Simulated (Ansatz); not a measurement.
# Effect of tensor shear ε_xy = +0.86 % on Mo

Take Mo in the bcc (W type) structure (space group Im-3m, No. 229; a = 3.112 Å; relaxed with 0.1 eV smearing) as the base. Axes: x, y, z lie along the cube axes.

Modification: a pure shear with ε_xy = ε_yx = 0.0086, atoms relaxed at fixed cell.

All numbers come from Ansatz (an electronic-structure program), LDA, PAW, cutoff 420 eV, no spin-orbit coupling. Γ-centred 30×30×30 mesh, Fermi–Dirac width 0.1 eV.

| quantity | base | changed | shift |
|---|---|---|---|
| volume per atom | 15.06 Å³ | 15.06 Å³ | 0.00 Å³ |
| space group | Im-3m (No. 229) | Fmmm (No. 69) | – |
| energy relative to the base (free energy F) | 0 meV/atom | +1.5 meV/atom | +1.5 meV/atom |
| pressure (mean of the normal stresses, compression positive) | 0.0 GPa | 0.1 GPa | +0.1 GPa |
| band gap | zero | zero | – |
| stress (xx, yy, zz, yz, xz, xy; compression positive) | – | (0.1, 0.1, 0.1, 0.0, 0.0, -1.9) GPa | – |

The cells carry an imposed strain or load. Whether these cells are dynamically stable was not tested. All final runs are without spin polarisation.
